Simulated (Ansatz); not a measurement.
The starting structures come from a database of crystals and need not be the phases stable at ambient conditions.

Tunnelling through a barrier is set by its complex band structure: the current falls as exp(−2κd) with the smallest κ.

Input:

```xyz
12
Lattice="5.9645 0.0000 0.0000 0.0000 6.5534 0.0000 2.9822 -3.2767 3.2767" Properties=species:S:1:pos:R:3 pbc="T T T"
Hf     0.0000     0.0000     0.0000
Hf     4.4734     3.2767     0.0000
Si     4.4734     0.0000     3.2767
Si     2.9822     0.0000     0.0000
O      7.0429     2.0636     3.2767
O      2.5695     3.2767     1.2131
O      7.0429    -2.0636     3.2767
O      5.5517     0.0000     2.0636
O      3.3950     1.2131     3.2767
O      1.9039     0.0000     1.2131
O      3.3950    -1.2131     3.2767
O      4.8861     3.2767     2.0636
```

The cell is taken as given; by r2SCAN it stands under a pressure of 2.1 GPa.

Transport runs along the normal of the first two printed cell vectors, the (100) plane of the conventional cell.

The gap is the functional's own. No spin-orbit coupling. Mid-gap values are those at the computed energy nearest the middle.

**Question.** State the band gap and the smallest decay constant κ at mid-gap according to Ansatz (an electronic-structure program) with r2SCAN.

**Answer.** Gap 6.08 eV on a 10×10×10 mesh; κ = 0.417 1/Å, at the zone centre.
